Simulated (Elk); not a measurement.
Worked example: self-consistent single point of Sc (P6_3/mmc, 2 atoms in the cell) in Elk.

Method: LDA (PW92), all-electron FP-LAPW, Elk's shipped species files, LAPW+lo basis (Elk).

```xyz
2
Lattice="1.6550 -2.8665 0.0000 1.6550 2.8665 0.0000 0.0000 0.0000 5.2700" Properties=species:S:1:pos:R:3 pbc="T T T"
Sc     1.6550     0.9555     1.3175
Sc     1.6550    -0.9555     3.9525
```

Reference input (self-consistent single point, DFT, PBE, all-electron FP-LAPW, Elk's shipped species files, LAPW+lo basis): xctype = 20; rgkmax = 7.5; stype = 3; swidth = 0.00367493 Ha; ngridk = 11 11 6; gmaxvr = 14 1/bohr; nxoapwlo = 1. This run's input differs from it in these lines:

```diff
@@ -4,3 +4,3 @@
 xctype
-  20
+  3
```

Output, abridged:

```
│ Self-consistent loop started │
│ Loop number : 1 │
 total energy                :     -1524.82082892
│ Loop number : 2 │
 total energy                :     -1524.85502428
RMS change in Kohn-Sham potential (target) :   0.4134437192E-01 (  0.1000000000E-05)
Absolute change in total energy (target)   :   0.3419536438E-01 (  0.1000000000E-03)
│ Loop number : 3 │
 total energy                :     -1524.95130645
RMS change in Kohn-Sham potential (target) :   0.3727646174E-01 (  0.1000000000E-05)
Absolute change in total energy (target)   :   0.1048310112     (  0.1000000000E-03)
│ Loop number : 4 │
   [... lines left out ...]
Absolute change in total energy (target)   :   0.5000986698E-03 (  0.1000000000E-03)
│ Loop number : 12 │
 total energy                :     -1525.01772620
RMS change in Kohn-Sham potential (target) :   0.3704983449E-06 (  0.1000000000E-05)
Absolute change in total energy (target)   :   0.1526750498E-03 (  0.1000000000E-03)
│ Loop number : 13 │
 total energy                :     -1525.01773909
RMS change in Kohn-Sham potential (target) :   0.6742284306E-07 (  0.1000000000E-05)
Absolute change in total energy (target)   :   0.5105354307E-04 (  0.1000000000E-03)
Convergence targets achieved

│ Loop number : 14 │

Energies :
 Fermi                       :     0.199600551547
 total energy                :     -1525.01774047

Density of states at Fermi energy :    111.1255192
 (states/Hartree/unit cell)

Estimated indirect band gap :   0.9069548330E-03
 from k-point      5 to k-point     19
Estimated direct band gap   :   0.5684831569E-02
 at k-point     45

Charges :
 core                        :    20.00000000
 valence                     :    22.00000000
 interstitial                :    3.797778713
 muffin-tins (core leakage)
  species :    1 (Sc)
   atom    1                 :    19.10111064     (  0.3384885261E-08)
   atom    2                 :    19.10111064     (  0.3384885261E-08)
 total in muffin-tins        :    38.20222129
 total calculated charge     :    42.01172525
 total charge                :    42.00000000
 error                       :   0.1172525270E-01

│ Self-consistent loop stopped │
```

The run converged in 14 iterations. The count includes the last loop, which Elk runs after its targets are met. 

The starting cell has typed, rounded lattice constants, without a prior relaxation at this level. Values depend on the basis (sphere radii, cutoffs, local orbitals), which need not be converged. The log's line on a gap gives a spacing of levels on this mesh, which the program prints for metals too.

Cost on one core of a shared machine: roughly 40 s.
